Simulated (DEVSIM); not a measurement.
Device: abrupt Si n-p junction, at 300 K.

```tsv
layer (left to right)	material	thickness (μm)	Nd (cm⁻³)	Na (cm⁻³)	τn (s)	τp (s)
1	Si	4.00	1.3e17	-	3.9e-5	3.9e-5
2	Si	0.930	-	8.8e17	3.9e-5	3.9e-5
```

Left contact: ohmic. Right contact: ohmic. Voltage is applied to the left contact. Recombination: SRH at mid-gap, radiative. Mobility is constant in doping.

Constants are typed, rounded textbook-type inputs, not results; the design itself was drawn at random and stands for no fabricated device. Values at 300 K.

| parameter | Si |
|---|---|
| gap (eV) | 1.124 |
| affinity (eV) | 4.05 |
| permittivity | 11.7 |
| Nc (cm⁻³) | 2.86e19 |
| Nv (cm⁻³) | 3.1e19 |
| μn (cm²/Vs) | 1417 |
| μp (cm²/Vs) | 470 |
| B (cm³/s) | 4.7e-15 |

DEVSIM, 1D drift-diffusion, Boltzmann statistics, complete ionisation; no tunnelling, impact ionisation, image-force lowering or self-heating.

The thickness of layer 1 was swept, all else fixed.

```json
[
 {"thickness of layer 1 (μm)": "0.8", "dark forward voltage at 1 A/cm² (V)": "0.625", "dark forward voltage at 100 A/cm² (V)": "0.745"},
 {"thickness of layer 1 (μm)": "1.4", "dark forward voltage at 1 A/cm² (V)": "0.635", "dark forward voltage at 100 A/cm² (V)": "0.755"},
 {"thickness of layer 1 (μm)": "2.4", "dark forward voltage at 1 A/cm² (V)": "0.643", "dark forward voltage at 100 A/cm² (V)": "0.763"},
 {"thickness of layer 1 (μm)": "4", "dark forward voltage at 1 A/cm² (V)": "0.648", "dark forward voltage at 100 A/cm² (V)": "0.769"},
 {"thickness of layer 1 (μm)": "6.8", "dark forward voltage at 1 A/cm² (V)": "0.652", "dark forward voltage at 100 A/cm² (V)": "?"},
 {"thickness of layer 1 (μm)": "12", "dark forward voltage at 1 A/cm² (V)": "0.655", "dark forward voltage at 100 A/cm² (V)": "0.779"},
 {"thickness of layer 1 (μm)": "20", "dark forward voltage at 1 A/cm² (V)": "0.657", "dark forward voltage at 100 A/cm² (V)": "0.783"}
]
```

Q: Complete the blanks.

A: 
- 6.8, dark forward voltage at 100 A/cm² (V): 0.774
